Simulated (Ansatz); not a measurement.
BN (model structure, from the rocksalt type, Fm-3m, No. 225) was calculated with G0W0@PBEsol in Ansatz (hard PAW, contour deformation).

The cell is the one relaxed with PBEsol. Conventional cell: a = 3.4826 Å, b = 3.4826 Å, c = 3.4826 Å, α = 90.00°, β = 90.00°, γ = 90.00°.

The quasiparticle gap at Γ at a fixed k mesh 6×6×6:

```json
[
 {"response cutoff": "150 eV, 81 empty bands", "value (eV)": "11.347"},
 {"response cutoff": "200 eV, 125 empty bands", "value (eV)": "11.336"},
 {"response cutoff": "250 eV, 174 empty bands", "value (eV)": "11.331"},
 {"response cutoff": "300 eV, 229 empty bands", "value (eV)": "11.328"}
]
```

### Question
Taking the value to converge with the response cutoff E as E^(−3/2), extrapolate from the last two rows.

### Answer
With y = y∞ + c/w and weights w = 3953 and 5196 for the last two rows, y∞ = (w2 y2 − w1 y1)/(w2 − w1) = (5196 × 11.328 − 3953 × 11.331)/1243 = 11.318 eV, which lies 0.010 beyond the last row. Successive pairs of rows give 11.316, 11.318, 11.318. The limit also hangs on the law assumed, so its last digits aren't firm.

The other settings are not extrapolated, so this is the limit in one setting alone.

The smallest gap on this mesh is 2.04 eV, away from Γ.

A model structure was made by putting elements into a prototype or built by hand; it is no filed structure, need not be a known phase, and can be a saddle point held by its symmetry.

Ansatz is a first-principles code.
